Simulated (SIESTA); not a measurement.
Band structure of Ni2Ge (P6_3/mmc, 6 atoms in the cell).

```xyz
6
Lattice="3.9798 0.0000 0.0000 -1.9899 3.4466 0.0000 0.0000 0.0000 5.0239" Properties=species:S:1:pos:R:3 pbc="T T T"
Ni     1.9899     1.1489     1.2560
Ni     0.0000     2.2977     3.7679
Ni     0.0000     0.0000     0.0000
Ni     0.0000     0.0000     2.5119
Ge     1.9899     1.1489     3.7679
Ge     0.0000     2.2977     1.2560
```

Method: GGA PBEsol, numerical atomic orbitals DZP, PseudoDojo PBEsol standard norm-conserving potentials (rewritten from UPF to PSML) run with SIESTA.

Settings: XC.functional = GGA; XC.authors = PBEsol; potentials = PseudoDojo PBEsol standard; PAO.BasisSize = DZP; PAO.EnergyShift = 0.005 Ry; MeshCutoff = 400 Ry; kgrid.MonkhorstPack = 9 9 6; OccupationFunction = MP; OccupationMPOrder = 0; ElectronicTemperature = 272 meV; MaxSCFIterations = 150; SCF.Mixer.Method = Pulay; SCF.Mixer.Weight = 0.2; SCF.Mixer.History = 8.

The starting cell comes from a database of computed structures (which also holds hypothetical and non-ambient phases and stackings), without a prior relaxation at this level. Spin polarisation is off. Values carry the incompleteness of an atom-centred basis.

Levels in eV from the Fermi level, bands 47 to 52:
```csv
point,47,48,49,50,51,52
Γ,-0.59,-0.59,0.13,2.14,2.65,2.65
M,-1.21,-1.18,-1.00,-0.65,-0.50,0.63
K,-1.44,-1.10,-1.10,-0.50,0.46,0.46
A,-1.12,-1.12,1.40,1.40,3.14,3.14
L,-1.20,-1.20,-0.85,-0.85,0.85,0.85
H,-1.12,-1.12,-1.08,-1.08,-0.24,-0.24
```

Bands cross the Fermi level along this path, so the cell is metallic at this level.

Higher empty bands are left out: an atom-centred basis made for the valence describes them poorly.
